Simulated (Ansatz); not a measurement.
**MgO: uniaxial strain ε_zz = +3.00 %**

Take MgO in the rock salt structure (space group Fm-3m, No. 225; a = 4.204 Å) as the base. Axes: x, y, z lie along the cube axes.

The change: the cell is stretched by 3.00 % along z with no lateral relaxation, atoms relaxed at fixed cell.

Level of theory: r2SCAN/PAW in Ansatz (a program for electronic structure), no spin-orbit coupling. Settings: 13×13×13 k-points, 0.05 eV Fermi–Dirac smearing.

Volume per atom: 9.57 Å³ (base 9.29 Å³)
Space group: I4/mmm (No. 139) (base Fm-3m (No. 225))
Energy relative to the base (free energy F): +7.2 meV/atom
Pressure (mean of the normal stresses, compression positive): -4.37 GPa (base 0.00 GPa)
Band gap: 5.34 eV (base 5.68 eV)
Gap character: direct at Γ (base direct at Γ)
Electron mass: 0.34 mₑ along z, 0.36 mₑ across (at Γ) (base 0.36 mₑ (at Γ))
Hole mass: 0.39 mₑ along z, 2.2 mₑ across (at Γ)
Valence-band top at Γ (three highest levels, from the VBM): 0.00, -0.06, -0.06 eV (base 0.00, 0.00, 0.00 eV)
Stress (xx, yy, zz, yz, xz, xy; compression positive): (-2.67, -2.67, -7.76, 0.00, 0.00, 0.00) GPa

Final structure:

```xyz
2
Lattice="0.0000 2.1022 2.1653 2.1022 0.0000 2.1653 2.1022 2.1022 0.0000" Properties=species:S:1:pos:R:3 pbc="T T T"
Mg     0.0000     0.0000     0.0000
O      2.1022     2.1022     2.1653
```

Masses are band curvatures over ±0.01 Å⁻¹ around the edge. Whether these cells are dynamically stable was not tested. Labels are those of the standard path for the cell's own space group.
